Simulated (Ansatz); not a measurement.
## CdSe: pressure series

The parent structure is CdSe in the zinc blende structure (space group F-43m, No. 216; a = 6.1964 Å).

Cell and atoms are relaxed at each pressure.

Computed with Ansatz (a first-principles code) PBE, no SOC.

```tsv
P (GPa)	V (Å³/atom)
-2.01	31.275
-1.01	30.452
0.89	29.174
2.10	28.496
4.50	27.370
8.99	25.756
15.00	24.180
22.48	22.734
30.00	21.622
```

Problem. Fit a third-order Birch–Murnaghan equation of state.

Solution. Least squares on P(V) = (3B₀/2)[(V₀/V)^(7/3) − (V₀/V)^(5/3)]·[1 + (3/4)(B₀′ − 4)((V₀/V)^(2/3) − 1)] gives V₀ = 29.73 Å³/atom, B₀ = 45 GPa and B₀′ = 4.6.

Between the base and pressure 4.5 GPa the gap moves from 0.49 eV to 0.66 eV, a mean slope of 38 meV/GPa.

Load acts through the strain it causes; cell and atoms are relaxed under it. No phonon test of stability was made. Tetrahedral semiconductors of this kind turn to denser phases somewhere between about 1 and 50 GPa; those were not computed, so compressed cells here can lie past the real transition.
